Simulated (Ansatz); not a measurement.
Start from Zr in the hcp (Mg type) structure (space group P6_3/mmc, No. 194; a = 3.232 Å, c = 5.174 Å).

The values are results of plane-wave PAW DFT at the PBE level (Ansatz, a first-principles code, 420 eV), no spin-orbit coupling, earlier PAW set, not measurements.

One change was made to it. Results:

```
quantity                 base     after
-------------------  --------  --------
lattice parameter a  323.2 pm  284.8 pm
c/a ratio               1.601     1.719
band gap                 zero      zero
```

Which change produced these results?
(A) pressure −1 GPa
(B) pressure 45 GPa
(C) pressure 1.8 GPa
(D) pressure −2 GPa

B, pressure 45 GPa. For comparison, the lattice parameter a in the other runs: pressure 1.8 GPa gives 321.0 pm; pressure −2 GPa gives 325.7 pm; pressure −1 GPa gives 324.4 pm.

Load acts through the strain it causes; cell and atoms are relaxed under it. No phonon test of stability was made. All final runs are without spin polarisation. Measured, Zr leaves this structure (for the ω phase) near 3 GPa (temperature not stated; as listed in C. Cazorla, D. Alfè, M. J. Gillan, Physical Review B (2008)).
